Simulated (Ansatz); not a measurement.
Base system: Zr in the hcp (Mg type) structure (space group P6_3/mmc, No. 194; a = 3.230 Å, c = 5.179 Å; relaxed with 0.1 eV smearing). Axes: x lies along a and z along c of the hexagonal cell.

Method: PBE (Ansatz, a quantum-chemistry and plane-wave program, PAW, no spin-orbit coupling).

For the base:

| Property | Value |
|---|---|
| Pressure | 0.0 GPa |
| Band gap | zero |

Now apply this change: tensile biaxial strain of 3.00 % in the plane normal to [001], as in epitaxy on a mismatched substrate; the out-of-plane cell vector and the atoms relax.

How does this affect the pressure?

The pressure (mean of the normal stresses, compression positive) goes from zero to -2.9 GPa.

What happens to the out-of-plane strain?

The out-of-plane strain comes out as -2.30 %.

How does this affect the band gap?

The band gap stays zero.

Stability against distortions was not tested. The final runs are not spin-polarised.
